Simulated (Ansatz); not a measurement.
Results of G0W0@PBEsol (Ansatz, an electronic-structure program, hard PAW, contour deformation) for Be3N2 (P6₃/mmc, No. 194, 10 atoms in the cell; start mp-6977; a measured phase of this formula has another space group).

The cell is the one relaxed with PBEsol. Conventional cell: a = 2.8367 Å, b = 2.8367 Å, c = 9.7075 Å, α = 90.00°, β = 90.00°, γ = 120.00°.

One run with a 6×6×2 mesh, response cutoff 100 eV and 282 empty bands, not extrapolated in mesh or basis; no spin–orbit coupling.

Highest filled and lowest empty level by k point (fractions of the reciprocal vectors of the cell (2.837 0.000 -0.000) (-1.418 2.457 -0.000) (-0.000 -0.000 9.708) Å; eV from the valence maximum of each method):

```csv
k,PBEsol filled,PBEsol empty,QP filled,QP empty
0 0 0,0.00,6.16,0.00,7.83
0 0.167 0,-0.37,6.94,-0.40,8.68
0 0.167 -0.5,-0.62,6.92,-0.69,8.67
0 0.333 0,-1.08,4.58,-1.19,6.12
0 0.333 -0.5,-1.40,5.33,(withheld),(withheld)
0.167 0.333 0,-0.86,4.39,-0.93,5.92
0.333 0.333 0,-0.57,5.27,-0.60,6.86
0.333 0.333 -0.5,-1.66,5.94,(withheld),(withheld)
```

Question: Estimate the withheld levels to about 0.1 eV.

Answer: 
- 0 0.333 -0.5, QP filled: -1.51
- 0 0.333 -0.5, QP empty: 6.92
- 0.333 0.333 -0.5, QP filled: -1.81
- 0.333 0.333 -0.5, QP empty: 7.47

A start named mp-… is a Materials Project structure, which need not be a measured phase.
